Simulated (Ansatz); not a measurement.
# Pressure series in InSe

Start from InSe in the beta-GaS type structure (space group P6_3/mmc, No. 194; a = 4.032 Å, c = 16.764 Å; layered, stacked along the Cartesian z axis).

Cell and atoms are relaxed at each pressure.

Method: Kohn–Sham DFT with the PBE-D3(BJ) functional, run in Ansatz (an electronic-structure program) with PAW and 420 eV plane waves, no spin-orbit coupling.

```csv
case,lattice parameter a,width of the top valence band,band gap
base,4.032 Å,1.71 eV,0.37 eV
pressure −1 GPa,4.071 Å,1.61 eV,0.42 eV
pressure 0.3 GPa,4.020 Å,1.73 eV,0.38 eV
pressure 0.7 GPa,4.007 Å,1.76 eV,0.41 eV
pressure 3 GPa,___,___,___
pressure 7.5 GPa,3.821 Å,1.89 eV,0.84 eV
pressure 10 GPa,3.767 Å,1.97 eV,0.65 eV
```

Task: Complete the table.

Result: 
- pressure 3 GPa, lattice parameter a: 3.936 Å
- pressure 3 GPa, width of the top valence band: 1.85 eV
- pressure 3 GPa, band gap: 0.57 eV

Load acts through the strain it causes; cell and atoms are relaxed under it. Stability against distortions was not tested. Competing high-pressure phases were not computed.
